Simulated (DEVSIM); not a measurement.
System: abrupt GaAs n-p junction, at 300 K.

```csv
layer (left to right),material,thickness (μm),Nd (cm⁻³),Na (cm⁻³),τn (s),τp (s)
1,GaAs,1.70,4.8e16,-,2e-9,2e-9
2,GaAs,25.0,-,1.7e16,2e-9,2e-9
```

Left contact: ohmic. Right contact: ohmic. Voltage is applied to the left contact. Recombination: SRH at mid-gap, radiative, Auger. Mobility is μmin + (μ − μmin)/(1 + (N/Nref)^α).

The device is made up for the run: typed textbook-type constants, with dimensions and the other settings drawn at random. Values at 300 K.

```csv
parameter,GaAs
gap (eV),1.424
affinity (eV),4.07
permittivity,12.9
Nc (cm⁻³),4.7e17
Nv (cm⁻³),9e18
μn (cm²/Vs),8500
μp (cm²/Vs),400
"μn,min",500
"μp,min",20
"Nref,n",6e16
"Nref,p",1.5e17
αn,0.39
αp,0.38
B (cm³/s),2e-10
Cn (cm⁶/s),1e-30
Cp (cm⁶/s),1e-30
```

Simulated with DEVSIM: 1D drift-diffusion, Boltzmann statistics, complete ionisation; no tunnelling, impact ionisation, image-force lowering or self-heating.

### Question
Tabulate band edges, carrier densities and field at -1.05 V on the left contact.

### Answer
Energies count from the Fermi level of the right contact; mesh points crowd at the junctions.

```
x (μm)   Ec (eV)  Ev (eV)  n (cm⁻³)  p (cm⁻³)  field (V/cm)
-------  -------  -------  --------  --------  ------------
0.000      1.109   -0.315    4.8e16     < 1e2           ≈ 0
0.03213    1.109   -0.315    4.8e16    4.1e11           ≈ 0
0.1060     1.109   -0.315    4.8e16    1.3e12           ≈ 0
0.2879     1.109   -0.315    4.8e16    3.7e12           ≈ 0
0.9167     1.109   -0.315    4.8e16    1.3e13           ≈ 0
1.373      1.109   -0.315    4.8e16    2.2e13           ≈ 0
1.572      1.109   -0.315    4.8e16    2.7e13            60
1.676      1.130   -0.294    2.1e16    6.7e13          9400
1.704      1.174   -0.250    3.9e15    3.7e14         20000
1.742      1.230   -0.194    4.4e14    3.2e15         10000
1.833      1.270   -0.154    9.5e13    1.5e16          1100
2.187      1.273   -0.151    7.8e13    1.7e16           ≈ 0
2.877      1.273   -0.151    6.8e13    1.7e16           ≈ 0
4.503      1.273   -0.151    5.0e13    1.7e16           ≈ 0
10.52      1.270   -0.154    1.7e13    1.7e16           ≈ 0
19.35      1.266   -0.158    3.2e12    1.7e16           ≈ 0
23.59      1.264   -0.160    1.1e12    1.7e16           ≈ 0
25.39      1.263   -0.161    4.6e11    1.7e16           ≈ 0
26.30      1.262   -0.162    1.4e11    1.7e16           ≈ 0
26.54      1.262   -0.162    5.5e10    1.7e16           ≈ 0
26.65      1.262   -0.162    1.7e10    1.7e16           ≈ 0
26.70      1.262   -0.162     < 1e2    1.7e16           ≈ 0
```
